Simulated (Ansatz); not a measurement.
**MgO (model structure, started from the BeO type, P4₂/mnm, No. 136, 8 atoms in the cell)**

All values below come from PBEsol in Ansatz (PAW).

Settings: plane-wave cutoff 520 eV, 6×6×10 k mesh (along the axes of the cell as run), Fermi–Dirac smearing 0.01 eV, scalar-relativistic PAW data made under PBE.

Cell (relaxed at this level):

```
MgO
1.0
    5.50983     0.00000     0.00000
    0.00000     5.50983     0.00000
    0.00000     0.00000     3.27640
Mg O
4 4
Direct
  0.32051   0.67949   0.00000
  0.67949   0.32051   0.00000
  0.82051   0.82051   0.50000
  0.17949   0.17949   0.50000
  0.31658   0.31658   0.00000
  0.68342   0.68342   0.00000
  0.18342   0.81658   0.50000
  0.81658   0.18342   0.50000
```

| Quantity | Value |
|---|---|
| band gap | 3.37 eV (on the SCF k mesh) |
| bulk modulus B0 | 108 GPa |

Note: the bulk modulus is −V dP/dV from two relaxed cells at ±2 % in volume; the relaxation could raise the start's symmetry but not lower it, so the cell can be a saddle point.

Computing time: about 80 core-seconds (a rough figure).

A model structure was made by putting elements into a prototype or built by hand; it is no filed structure, need not be a known phase, and can be a saddle point held by its symmetry.

Ansatz is an electronic-structure program.
